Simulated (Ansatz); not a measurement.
```
CELL_PARAMETERS angstrom
      4.12256     0.00000     0.00000
      0.00000     4.12256     0.00000
      0.00000     0.00000     4.17126
ATOMIC_POSITIONS crystal
  Sr 0.50000 0.50000 0.50000
  Zr 0.00000 0.00000 0.00000
  O  0.00000 0.50000 0.00000
  O  0.50000 0.00000 0.00000
  O  0.00000 0.00000 0.50000
```

A single point on SrZrO3 with a change (uniaxial stress, 3 GPa tension along z), its geometry relaxed with PBEsol.

The values are results of Kohn–Sham DFT with the PBEsol functional, run in Ansatz (an electronic-structure program) with PAW and 420 eV plane waves, noncollinear with spin-orbit coupling, not measurements. k-mesh 8×8×8 (Γ-centred); smearing 0.05 eV (Fermi–Dirac).

Task: Predict the band gap, electron mass, gap character and width of the top valence band.

Result: The band gap is 3.24 eV. The electron mass is 0.35 mₑ along z, 0.61 mₑ across (at Γ) and the gap character is indirect, A → Γ. The width of the top valence band is 0.93 eV.

Single points use the geometry relaxed with PBEsol. Load acts through the strain it causes; cell and atoms are relaxed under it. Effective masses come from finite differences of ±0.01 Å⁻¹. Beyond what the load breaks, stability against distortions was not tested. The cell was made from SrZrO$_{3}$ in the cubic perovskite structure (space group Pm-3m, No. 221) by this change: uniaxial stress, 3 GPa tension along z. Many cubic perovskites are stable only at high temperature; tilts and polar distortions were not tested.
